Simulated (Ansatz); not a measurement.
Reference: ScAl3 (I4/mmm), PBEsol, DFPT electron-phonon coupling, linearised Boltzmann equation (plane waves, PAW, scalar-relativistic; Ansatz, a quantum-chemistry and plane-wave program); geometry: relaxed with this functional, without spin-orbit coupling.

Al3Sc has the tetragonal space group I4/mmm (No. 139), Pearson symbol tI8. Lattice parameters: a = b = 3.9881 Å, c = 8.7532 Å, α = β = γ = 90.00°. Sc on 2a is coordinated by 12 Al at 2.820–2.961 Å and 4 Sc at 3.988 Å. Al1 on 4d is coordinated by 8 Al at 2.820–2.961 Å and 4 Sc at 2.961 Å (cuboctahedral). Al2 on 2b is surrounded by 4 Sc at 2.820 Å and 8 Al at 2.961 Å (cuboctahedral). (Neighbours: up to the widest gap in distance over summed covalent radii, below 1.35, at either atom.)
(The calculation used a cell of 4 atoms; values per cell refer to that cell.)

The resistivity at 300 K is 10.9 μΩ·cm. The mean free path at 300 K is 9.7 nm. The electron-phonon coupling λ is 0.33 and the logarithmic mean phonon energy is 25 meV.

Problem. Swap Sc for Ti, keeping the structure type. How do these values move?

Solution. TiAl3 (I4/mmm): volume per atom 17.4 to 15.6 Å³; resistivity at 300 K stays about the same (10.9 μΩ·cm to 10.0 μΩ·cm); mean free path at 300 K rises (9.7 nm to 15.4 nm); electron-phonon coupling λ falls (0.33 to 0.161); logarithmic mean phonon energy rises (25 meV to 30 meV).

Moves up to 11 % count as about the same. Metals; harmonic phonons alone scatter; means over directions. The mean free path is weighted by the current that each state carries. Halving the electron mesh moves these values by up to 7 %; q meshes are mostly untested. Some of the runs warned that the eigensolver left states short of its tolerance. Spin-orbit coupling is left out.

Computed structure with no diffraction record at hand here (it may be known, metastable or hypothetical): ScAl3 (I4/mmm), TiAl3 (I4/mmm).
